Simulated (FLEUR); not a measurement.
Input and output of a self-consistent single point for Al2Pt (Fm-3m, 3 atoms in the cell) (FLEUR)

Method of the run: PBE, all-electron FLAPW (FLEUR), scalar-relativistic valence run with FLEUR.

This input was run:

Input of the input generator:

```
Al2Pt
&input film=f /
-0.0000000000 2.9550000000 2.9550000000
2.9550000000 -0.0000000000 2.9550000000
2.9550000000 2.9550000000 -0.0000000000
1.8897261246
1.0 1.0 1.0

3
78 0.0000000000 0.0000000000 0.0000000000
13 0.2500000000 0.2500000000 0.2500000000
13 0.7500000000 0.7500000000 0.7500000000

&comp jspins=1 /
&kpt div1=7 div2=7 div3=7 /
&end /
```

```xml
<?xml version="1.0" encoding="UTF-8" standalone="no"?>
<fleurInput fleurInputVersion="0.39">
   <comment>
      Al2Pt                                                                                               
   </comment>
   <calculationSetup>
      <cutoffs Kmax="4.6" Gmax="13.8" GmaxXC="13.8" numbands="0"/>
      <scfLoop itmax="80" minDistance="0.00001" maxIterBroyd="15" imix="Anderson" alpha="0.05" precondParam="0.0" spinf="2.0"/>
      <coreElectrons ctail="T" frcor="F" kcrel="0" coretail_lmax="0"/>
      <xcFunctional name="pbe" relativisticCorrections="F"/>
      <magnetism jspins="1"/>
      <soc l_soc="F" theta="0.0" phi="0.0" spav="F"/>
      <expertModes spex="0" secvar="F"/>
      <geometryOptimization l_f="T" forcealpha="1.0" forcemix="BFGS" epsdisp="0.00001" epsforce="0.00001"/>
      <ldaU l_linMix="F" mixParam="0.05" spinf="1.0"/>
   </calculationSetup>
   <cell>
      <bzIntegration valenceElectrons="22.0" mode="hist" fermiSmearingEnergy="0.00367493">
         <kPointListSelection listName="default-1"/>
         <!-- k-points included here -->
         <xi:include xmlns:xi="http://www.w3.org/2001/XInclude" href="kpts.xml"> </xi:include>
      </bzIntegration>
      <!-- symmetry operations included here -->
      <xi:include xmlns:xi="http://www.w3.org/2001/XInclude" href="sym.xml"> </xi:include>
      <bulkLattice scale="1.0">
         <bravaisMatrix>
            <row-1>    0.0000000000000000     5.5841406981930000     5.5841406981930000</row-1>
            <row-2>    5.5841406981930000     0.0000000000000000     5.5841406981930000</row-2>
            <row-3>    5.5841406981930000     5.5841406981930000     0.0000000000000000</row-3>
         </bravaisMatrix>
      </bulkLattice>
   </cell>
   <atomSpecies>
      <species name="Platinum (Pt)" element="Pt" atomicNumber="78">
         <mtSphere radius="2.63" gridPoints="925" logIncrement="0.015"/>
         <atomicCutoffs lmax="10" lnonsphr="8"/>
         <electronConfig flipSpins="F">
            <coreConfig>(1s1/2) (2s1/2) (2p1/2) (2p3/2) (3s1/2) (3p1/2) (3p3/2) (4s1/2) (3d3/2) (3d5/2) (4p1/2) (4p3/2) (5s1/2) (4d3/2) (4d5/2) (4f5/2) (4f7/2)</coreConfig>
            <valenceConfig>(5p1/2) (5p3/2) (6s1/2) (5d3/2) (5d5/2)</valenceConfig>
            <stateOccupation state="(6s1/2)" spinUp="0.5" spinDown="0.5"/>
            <stateOccupation state="(5d3/2)" spinUp="1.8" spinDown="1.8"/>
            <stateOccupation state="(5d5/2)" spinUp="2.7" spinDown="2.7"/>
         </electronConfig>
         <energyParameters s="6" p="6" d="5" f="5"/>
         <lo type="SCLO" l="1" n="5" eDeriv="0"/>
      </species>
      <species name="Aluminum (Al)" element="Al" atomicNumber="13">
         <mtSphere radius="1.74" gridPoints="615" logIncrement="0.018"/>
         <atomicCutoffs lmax="8" lnonsphr="6"/>
         <electronConfig flipSpins="F">
            <coreConfig>(1s1/2) (2s1/2) (2p1/2) (2p3/2)</coreConfig>
            <valenceConfig>(3s1/2) (3p1/2) (3p3/2)</valenceConfig>
            <stateOccupation state="(3p1/2)" spinUp="0.1666666666667" spinDown="0.1666666666667"/>
            <stateOccupation state="(3p3/2)" spinUp="0.3333333333333" spinDown="0.3333333333333"/>
         </electronConfig>
         <energyParameters s="3" p="3" d="3" f="4"/>
      </species>
   </atomSpecies>
   <atomGroups>
      <atomGroup species="Platinum (Pt)">
         <relPos label="                   1">.0000000000 .0000000000 .0000000000</relPos>
         <force calculate="T" relaxXYZ="TTT"/>
      </atomGroup>
      <atomGroup species="Aluminum (Al)">
         <relPos label="                   2">1.000/4.000 1.000/4.000 1.000/4.000</relPos>
         <relPos label="                   3">-1.000/4.000 -1.000/4.000 -1.000/4.000</relPos>
         <force calculate="T" relaxXYZ="TTT"/>
      </atomGroup>
   </atomGroups>
   <output dos="F" band="F" slice="F">
      <checks vchk="F" cdinf="F"/>
      <bandDOS minEnergy="-.5*Htr" maxEnergy="0.5*Htr" sigma="0.015" storeEVData="T"/>
      <vacuumDOS vacdos="F" integ="F" star="F" nstars="0" locx1="0.0" locy1="0.0" locx2="0.0" locy2="0.0" nstm="0" tworkf="0.0"/>
      <unfoldingBand unfoldBand="F" supercellX="1" supercellY="1" supercellZ="1"/>
      <plotting iplot="0" polar="F">
         <plot TwoD="T" vec1="  1.0  0.0  0.0" vec2="  0.0  1.0  0.0" vec3="  0.0  0.0  1.0" zero="  0.0  0.0  0.0" file="plot"/>
      </plotting>
      <chargeDensitySlicing numkpt="0" minEigenval="0.0" maxEigenval="0.0" nnne="0" pallst="F"/>
      <specialOutput eonly="F"/>
      <magneticCircularDichroism mcd="F" energyLo="-10.0" energyUp="0.0"/>
   </output>
  <!-- We include the file relax.xml here to enable relaxations (see documentation) -->
  <xi:include xmlns:xi="http://www.w3.org/2001/XInclude" href="relax.xml"> <xi:fallback/> </xi:include>
</fleurInput>
```

Output (repeated stretches shortened):

```
      Welcome to FLEUR        (www.flapw.de)
      MaX-Release 8.1          (www.max-centre.eu)

 ========== k-point set info ==========
 Selected k-point list: default-1
 k-point list type: mesh
 7 x 7 x 7
 Number of k points: 20

 ------------Calculation Setup---------------------------
           1           2           4           5          10          20
 Number of basis functions:          592
 Iteration:     1   Distance:      13.98029572 me/bohr^3
 Iteration:     2   Distance:      12.01529732 me/bohr^3
 Iteration:     3   Distance:       5.35690883 me/bohr^3
 Iteration:     4   Distance:       2.33458209 me/bohr^3
 Iteration:     5   Distance:       0.96938749 me/bohr^3
 Iteration:     6   Distance:       0.21694955 me/bohr^3
   [... 5 lines left out ...]
 Iteration:    12   Distance:       0.00276886 me/bohr^3
 Iteration:    13   Distance:       0.00018456 me/bohr^3
 Iteration:    14   Distance:       0.00001350 me/bohr^3
 Iteration:    15   Distance:       0.00001010 me/bohr^3
 Iteration:    16   Distance:       0.00000951 me/bohr^3

 Run finished successfully
 Stop message:
   Structural relaxation: Done

[file out, last iteration]
             iter=     17
          p o t e n t i a l   g e n e r a t o r
[...]
          integral of pseudo charge density inside the slab=        0.000000   0.000000
     coulomb potential in the interstitial region:
          density-coulomb potential integrals
          total density-coulomb potenti   -32675.3584223811
          density-effective potential integrals for spin  1
          total density-effective poten   -3.3191156136E+04
          charge density-energy density integrals
          total charge density-energy d   -3.9464379550E+02
 Updated energy parameters for spin:           1
  Atom    1 6s branch from -3.31 to  1.23 htr. ; e_l =  0.1137
  Atom    1 6p branch from -1.61 to  2.07 htr. ; e_l =  0.2792
  Atom    1 5d branch from-10.83 to  0.40 htr. ; e_l =  0.1976
  Atom    1 5f branch from -2.15 to  2.30 htr. ; e_l =  0.5693
  Atom    1 5p branch from-18.64 to -1.61 htr. ; e_l(l -1.6635
  Atom    2 3s branch from -3.43 to  3.14 htr. ; e_l = -0.0794
  Atom    2 3p branch from -1.99 to  3.50 htr. ; e_l =  0.0518
  Atom    2 3d branch from -9.99 to  3.26 htr. ; e_l =  0.2144
  Atom    2 4f branch from -9.99 to  6.43 htr. ; e_l =  0.3766
[...]
 fermi energy and band-weighting factors:
at   0.42857   0.42857   0.42857   k-weight:    0.023324
   18 eigenvalues :
   -1.622566   -1.622485   -1.622485    0.030806    0.109563    0.155019    0.155019    0.199668
    0.199668    0.203501    0.371876    0.371876    0.469267    0.520600    0.520600    0.527523
    0.673020    0.673020
   [... 2 blocks of this kind left out ...]

[...]
FERMIE:
          first approx. to ef    (T=0)  :   0.329153 htr   (energy of the highest occ. eigenvalue)
          number of occ. states  (T=0)  :        214
          first approx. to seigv (T=0)  :  -6.970430 htr
          sum of weights of occ. states :  11.005831
          sum of semicore charge        :   0.000000 e
FERHIS:  Fermi-Energy by histogram:
          bandgap                     :   0.002385 htr
          charge neutrality (T=0)     :   0.011662    (zero if the highest occ. eigenvalue is "entirely" occupied)
     EF_NEWTON:  Adjust Fermi-Energy by Newton-Method.
               Number of iterations needed  :   4
               The error in the weight is   : -0.55511E-15
               The error in ef is           :  0.26255E-16 htr
     -->  new fermi energy            :   0.329021 htr
          valence charge              :  22.000000 e
          actual charge blw ef-8kt    :  20.787172 e
          actual charge blw ef+8kt    :  22.000000 e
          number of occ. states       :       222
          sum of the valence weights  :   11.000000
          entropy         :   0.472614 *kb htr/K =   0.00000 htr/K
          sum of val. single particle energies:        -6.9735549015 htr
 Direct bandgap for spin            1 :    2.8816876866027852E-002  Htr
 at k-point           14  with k-vector    0.0000000000000000       0.28571428571428570       0.28571428571428570
          valence density: spin= 1
[...]
     l-like charge
     atom     s        p        d        f        total
 -->  1    0.75786  6.58573  7.93396  0.01687   15.29773
 -->  2    0.26658  0.22944  0.03509  0.00252    0.53399
          total charge for spin  1=   22.000000
          interst. charge =       5.634295
          mt charge=             15.297734    0.533985
          total charge  =   22.000000
          z= 78.     r(1)=  0.251556E-05     dx= 0.015000     m.t.index= 925
               n    l     j    energy       weight
               1.   0.   0.5-2877.6266      2.0000
               2.   0.   0.5 -504.7879      2.0000
               2.   1.   0.5 -483.7188      2.0000
   [... 14 lines left out ...]
          atom type    1  (spin 1)
          kinetic energy=  0.209485490756E+05     sum of the eigenvalues= -0.113283081226E+05
          0.00059060  electrons lost from core.
          z= 13.     r(1)=  0.275884E-04     dx= 0.018000     m.t.index= 615
               n    l     j    energy       weight
               1.   0.   0.5  -55.0097      2.0000
               2.   0.   0.5   -3.4594      2.0000
               2.   1.   0.5   -2.0538      2.0000
               2.   1.   1.5   -2.0376      4.0000
          atom type    2  (spin 1)
          kinetic energy=  0.240333668851E+03     sum of the eigenvalues= -0.129196329452E+03
          0.03848642  electrons lost from core.
          total charge for spin  1=  104.000000
          interst. charge =       5.711060
          mt charge=             77.297958   10.495491
          total charge  =  104.000000
          zc=   104.000000     qfix=    1.000000
     t o t a l  e n e r g y
          sum of eigenvalues =            -11593.6743363722
          density-coulomb potential int   -32675.3584223811
          density-effective potential i   -33191.1561355730
          charge density-ex.-corr.energ     -394.6437954974
          el.-nucl. inter. diff. m.t.      23188.5733830252
          Madelung term for atom type:       -21.9826072485
          el.-nucl. inter. diff. m.t.        568.8980930626
          Madelung term for atom type:       -18.1702317064
 ---->    total energy=                   -18932.4655225298 htr
 ---->    (input%tkb*entropy) TS=              0.0017368225 htr
 ---->    free energy=                    -18932.4672593523 htr
      extrapolation for T->0
 ---->    total electron energy=          -18932.4663909411 htr
 ***** TOTAL FORCES ON ATOMS *****
 TOTAL FORCE FOR ATOM TYPE=  1  X=  0.000   Y=  0.000   Z=  0.000
                       FX_TOT= 0.000000 FY_TOT= 0.000000 FZ_TOT= 0.000000
 TOTAL FORCE FOR ATOM TYPE=  2  X=  2.792   Y=  2.792   Z=  2.792
                       FX_TOT= 0.000000 FY_TOT= 0.000000 FZ_TOT= 0.000000
 Structural relaxation: Done
```

The run converged in 16 iterations. FLEUR gives forces in its relaxation mode, with a further iteration, so its stop message speaks of a relaxation.

The starting cell comes from a database of published, mostly measured structures (it also holds non-ambient and calculated ones), without a prior relaxation at this level. Spin-orbit coupling is off. Spin polarisation is off. Values depend on the basis (sphere radii, cutoffs, local orbitals), which need not be converged. The log's line on a gap gives a spacing of levels on this mesh, which the program prints for metals too.

Cost on one core of a shared machine: roughly 2 min.
